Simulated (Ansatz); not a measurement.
# What isotropic strain −1.80 % does to CsSnI3

Start from CsSnI3 in the cubic perovskite structure (space group Pm-3m, No. 221; a = 6.1305 Å).

One thing is altered: an isotropic linear strain of −1.80 %, atoms relaxed at fixed cell.

Method: plane-wave PAW DFT at the PBEsol level (Ansatz, a first-principles code, 420 eV), no spin-orbit coupling. Γ-centred 8×8×8 mesh, Fermi–Dirac width 0.05 eV.

```tsv
quantity	base	changed	shift
space group	Pm-3m (No. 221)	Pm-3m (No. 221)	–
energy relative to the base (free energy F)	0 meV/atom	+8.1 meV/atom	+8.1 meV/atom
pressure	0.0 GPa	1.1 GPa	+1.1 GPa
band gap	0.10 eV	zero	–
```

Final structure:

```
CsSnI3
1.0
    6.02017     0.00000     0.00000
    0.00000     6.02017     0.00000
    0.00000     0.00000     6.02017
Cs Sn I
1 1 3
Direct
  0.00000   0.00000   0.00000
  0.50000   0.50000   0.50000
  0.50000   0.00000   0.50000
  0.00000   0.50000   0.50000
  0.50000   0.50000   0.00000
```

Spin-orbit coupling, missing from the scalar runs, can matter with I. Whether these cells are dynamically stable was not tested. The final runs are not spin-polarised. Many cubic perovskites are stable only at high temperature; tilts and polar distortions were not tested. A zero or small gap of CsSnI3 can be the functional's error rather than a property of the material.
